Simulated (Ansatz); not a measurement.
Element substitutions in Sc

Consider Sc in the hcp (Mg type) structure (space group P6_3/mmc, No. 194).

```yaml
crystal:
  lattice:
    - [3.32946, 0.00000, 0.00000]
    - [-1.66473, 2.88339, 0.00000]
    - [0.00000, 0.00000, 5.19169]
  atoms:
    - { symbol: Sc, position: [0.33333, 0.66667, 0.75000] }
    - { symbol: Sc, position: [0.66667, 0.33333, 0.25000] }
```

Each row replaces one element on all its sites; cell and atoms are relaxed.

Computed with r2SCAN (Ansatz, a first-principles code; PAW; 500 eV plane waves; no spin-orbit coupling).

Candidates:
(a) Sc → Y
(b) Sc → Tl
(c) Sc → Ca

Before the change:

- c/a ratio: 1.559

### Question
Order them by c/a ratio, lowest first.

### Answer
(a) Sc → Y (1.548), (b) Sc → Tl (1.591), (c) Sc → Ca (1.645)

No phonon test of stability was made. The final runs are not spin-polarised. This is not the structure that Ca has at room temperature and ambient pressure.
